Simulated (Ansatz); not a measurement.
Given:

```yaml
crystal:
  lattice:
    - [2.81901, 1.62756, 4.63603]
    - [-2.81901, 1.62756, 4.63603]
    - [0.00000, -3.25511, 4.63603]
  atoms:
    - { symbol: Tl, position: [0.00000, 0.00000, 0.00000] }
    - { symbol: Tl, position: [0.50000, 0.50000, 0.50000] }
    - { symbol: Rh, position: [0.50000, 0.00000, 0.00000] }
    - { symbol: Rh, position: [0.00000, 0.50000, 0.00000] }
    - { symbol: Rh, position: [0.00000, 0.00000, 0.50000] }
    - { symbol: S, position: [0.71826, 0.71826, 0.71826] }
    - { symbol: S, position: [0.28174, 0.28174, 0.28174] }
```

Computed with PBEsol, DFPT electron-phonon coupling, linearised Boltzmann equation (plane waves, PAW, scalar-relativistic; Ansatz, a quantum-chemistry and plane-wave program). Cell: relaxed with this functional, without spin-orbit coupling.

Problem. What phonon-limited resistivity does this give at 300 K?

Solution. 101 (x), 101 (y), 72 (z) μΩ·cm.

Problem. And the electrons' mean free path at that temperature?

Solution. 2.4 (x), 2.4 (y), 2.6 (z) nm, weighted by the current that each state carries. Wires not much wider than this gain resistivity from their walls.

A metal at this level (no band gap). Only scattering by harmonic phonons is included (no impurities, grain boundaries, electron-electron scattering or thermal expansion). Spin-orbit coupling is left out, which matters with elements this heavy. Values near or above 100 μΩ·cm, or paths under about 2 nm, lie near resistivity saturation, where the Boltzmann equation overshoots. Halving the electron mesh (20x20x20) moves the resistivity by up to 5 % at 300 K, the mean free path by up to 4 %. Smearing 0.20 eV; phonons on a 3x3x3 q mesh, which this run doesn't test.

Computed structure with no diffraction record at hand here (it may be known, metastable or hypothetical): Rh3Tl2S2 (R-3m).
